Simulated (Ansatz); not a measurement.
The starting structures come from a database of crystals and need not be the phases stable at ambient conditions.

Data:

```
RbSc5Te8
1.0
    4.18598     0.00000     0.00000
    2.09299    10.76366     0.00000
    0.00000     2.57664    10.01735
Rb Sc Te
1 5 8
Cartesian
  0.00000   0.00000   0.00000
  2.09299   8.52468   8.45665
  4.18598   4.81562   1.56070
  2.09299   1.28832   5.00867
  4.18598   4.70949   5.24488
  2.09299   8.63081   4.77246
  4.18598   2.48626   3.36723
  2.09299  10.85404   6.65012
  4.18598   9.75685   3.16789
  2.09299   3.58345   6.84946
  4.18598   9.77937   9.98770
  2.09299   3.56093   0.02965
  4.18598   7.34440   6.59051
  2.09299   5.99590   3.42683
```

Space group of this cell: C2/m. The cell is taken as given.

Transport runs along the normal of the first two printed cell vectors.

No gap correction and no spin-orbit coupling; mid-gap values are interpolated between computed energies.

Predict the band gap and the smallest decay constant κ at mid-gap from r2SCAN (Ansatz, an electronic-structure program).

Gap 0.69 eV on a 8×8×4 mesh; κ = 0.138 1/Å, at the zone centre.
